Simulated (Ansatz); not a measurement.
Consider the following.

```xyz
10
Lattice="2.4909 1.4381 4.4729 -2.4909 1.4381 4.4729 0.0000 -2.8763 4.4729" Properties=species:S:1:pos:R:3 pbc="T T T"
Ga     0.0000     0.0000     8.6437
Ga     0.0000     0.0000     1.9344
Ga     0.0000     0.0000     4.7750
Ga     0.0000     0.0000    11.4843
O      0.7551     1.5684     5.5911
O     -1.7358    -0.1303     5.5911
O     -0.7551    -1.5684     7.8276
O     -0.9808     1.4381     7.8276
O      1.7358     0.1303     7.8276
O      0.9808    -1.4381     5.5911
```

No spin polarisation.

All numbers come from PBE in Ansatz (plane waves to 420 eV, PAW, scalar-relativistic without spin-orbit coupling). Settings: 8×8×8 k-points, 0.05 eV Fermi–Dirac smearing.

**Question.** Predict the space group, pressure, band gap and electron mass.

**Answer.** The space group is R-3c (No. 167) and the pressure (mean of the normal stresses, compression positive) is 10.08 GPa. The band gap comes out as 2.88 eV and the electron mass comes out as 0.23 mₑ (at Γ).

The cells carry an imposed strain or load. Effective masses come from finite differences of ±0.01 Å⁻¹. Stability against distortions was not tested. The cell was made from Ga2O3 in the corundum structure (space group R-3c, No. 167) by this change: isotropic strain −1.50 %.

Ansatz is a quantum-chemistry and plane-wave program.
